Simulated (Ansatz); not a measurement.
Band structure of Co₂SiGe (P2_1, 8 atoms in the cell).

```
Co2SiGe
1.0
    4.53407     0.00000     0.00000
    0.00000     4.53579     0.00000
   -0.05692     0.00000     4.53934
Co Si Ge
4 2 2
Cartesian
  2.88371   2.89479   2.74154
  1.59345   0.62689   1.79781
  3.91255   1.62989   0.53414
  0.56460   3.89779   4.00520
  0.68534   2.99367   1.87193
  3.79181   0.72577   2.66741
  1.48381   1.55324   4.11174
  2.99334   3.82113   0.42761
```

Computed with LDA (PW92), PAW files made with PBE (plane waves; Ansatz, an electronic-structure program).

Settings: basis.ecutwfc = 420 eV; kpoints.mp_grid.grid = 4 4 4; hamiltonian.xc = lda; hamiltonian.pseudopotentials = {kind: paw} (the program's default PAW files); scf.occupations.method = fermi_dirac; scf.occupations.width = 0.1 eV; kpoints.band_path.npoints = 8.

The starting cell comes from a database of computed structures (which also holds hypothetical and non-ambient phases and stackings), without a prior relaxation at this level. Spin polarisation is off.

Levels in eV from the Fermi level, bands 49 to 56:
```
point     49     50     51     52     53     54    55    56
-----  -----  -----  -----  -----  -----  -----  ----  ----
Γ      -0.78  -0.77  -0.14  -0.12  -0.09   1.69  1.95  2.29
Y      -0.71  -0.67  -0.51  -0.51   0.87   0.91  0.95  1.23
H      -1.00  -0.99  -0.16  -0.03   0.31   0.41  1.41  1.80
C      -1.00  -0.99  -0.16  -0.03   0.31   0.41  1.41  1.79
E      -1.10  -1.10  -0.31  -0.31  -0.29  -0.29  4.50  4.50
M1     -1.10  -1.10  -0.32  -0.32  -0.29  -0.29  4.49  4.49
A      -0.99  -0.99  -0.11  -0.11   0.38   0.38  1.56  1.56
X      -0.72  -0.66  -0.53  -0.49   0.85   0.92  1.06  1.09
H1     -1.00  -0.99  -0.16  -0.03   0.31   0.41  1.41  1.80
```

Bands cross the Fermi level along this path, so the cell is metallic at this level.

Keys are those of Ansatz 0.2.
